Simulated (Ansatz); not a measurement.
**Cu3N: response to strain**

Consider Cu3N (space group Pm-3m, No. 221).

```yaml
crystal:
  lattice:
    - [3.82686, 0.00000, 0.00000]
    - [0.00000, 3.82686, 0.00000]
    - [0.00000, 0.00000, 3.82686]
  atoms:
    - { symbol: N, position: [0.00000, 0.00000, 0.00000] }
    - { symbol: Cu, position: [0.50000, 0.00000, 0.00000] }
    - { symbol: Cu, position: [0.00000, 0.00000, 0.50000] }
    - { symbol: Cu, position: [0.00000, 0.50000, 0.00000] }
```

Cartesian axes are those of the cell as printed.

Strains are applied to the cell and any free atomic positions relax; under biaxial strain the out-of-plane vector relaxes too.

Level of theory: PBE/PAW in Ansatz (a first-principles code), scalar-relativistic without spin-orbit coupling.

Candidates:
(a) biaxial strain −0.41 %, plane normal [001], relaxed out of plane
(b) isotropic strain −4.74 %
(c) uniaxial strain ε_xx = +5.89 %
(d) biaxial strain +1.36 %, plane normal [110], relaxed out of plane

Notes on the quantities. energy relative to the base: free energy F.

### Question
Order them by energy relative to the base, highest first.

### Answer
(b) isotropic strain −4.74 % (+123 meV/atom), (c) uniaxial strain ε_xx = +5.89 % (+29 meV/atom), (d) biaxial strain +1.36 %, plane normal [110], relaxed out of plane (+2.5 meV/atom), (a) biaxial strain −0.41 %, plane normal [001], relaxed out of plane (+0.4 meV/atom)

The mesh was chosen for an insulator and is coarse for the gapless case. No phonon test of stability was made. All final runs are without spin polarisation.
